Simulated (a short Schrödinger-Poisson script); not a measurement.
Structure: gated In0.52Al0.48As/In0.53Ga0.47As δ-doped gas in a quantum well, at 77 K.

| layer | material | thickness (nm) | Na (cm⁻³) |
|---|---|---|---|
| 1 | In0.52Al0.48As | 10 | - |
| 2 | In0.52Al0.48As | 10 | - |
| 3 | In0.53Ga0.47As | 15 | - |
| 4 | In0.52Al0.48As | 4000 | 3e14 |

Constants are typed, rounded textbook-type inputs, not results; the design itself was drawn at random and stands for no fabricated device. In0.52Al0.48As: permittivity 12.5, conduction-band edge (eV) 0.52, gap (eV) 1.45, electron mass (mₑ) 0.075, Nv at 300 K (cm⁻³) 1.1e19. In0.53Ga0.47As: permittivity 13.9, conduction-band edge (eV) 0, gap (eV) 0.74, Nv at 300 K (cm⁻³) 7.7e18.

Channel valleys (confinement mass, in-plane density-of-states mass, number): Γ 0.041, 0.041, 1. At the gate the conduction-band edge of layer 1 lies 0.65 eV − eVg above the Fermi level of the channel; the field vanishes at the back. Sheet of ionised δ-doping: +1.9e12 e/cm² at 10 nm from the gate. The barrier under the gate holds no holes. Gaps are held at their typed values at every temperature. Mesh 0.08 nm at interfaces.

Solved with a short Schrödinger-Poisson script written for these runs: 1D Poisson equation in equilibrium, electrons quantum, Hartree (BenDaniel-Duke, 40 states a valley, the channel's in-plane mass for all, wave functions free to enter the barrier), parabolic valleys, classical holes, full ionisation, no traps, pinning or gate leakage.

The same stack at other levels of the model or other numerical settings:

```csv
run,sheet density of all electrons at Vg = 0.4 V (cm⁻²),sheet density of all electrons at Vg = -0.1 V (cm⁻²),capacitance at Vg = 0.4 V (μF/cm²),centroid of the channel electrons at Vg = 0.4 V (nm),rough cost against the base
base,1.24e12,1.87e10,0.421,5.72,about 1
"electrons treated as classical, Boltzmann",1.66e12,6.14e10,0.538,1.48,0.03
"electrons treated as classical, Fermi-Dirac",1.31e12,5.24e10,0.426,5.31,0.1
"electrons treated as quantum, Hartree plus LDA exchange-correlation",1.27e12,2.36e10,0.425,5.63,about 1
mesh six times as coarse,1.23e12,1.83e10,0.421,5.70,0.2
one subband a valley,1.23e12,1.87e10,0.412,5.68,0.2
```

The classical rows ignore confinement, and Boltzmann statistics overrate the density once the band edge passes the Fermi level.
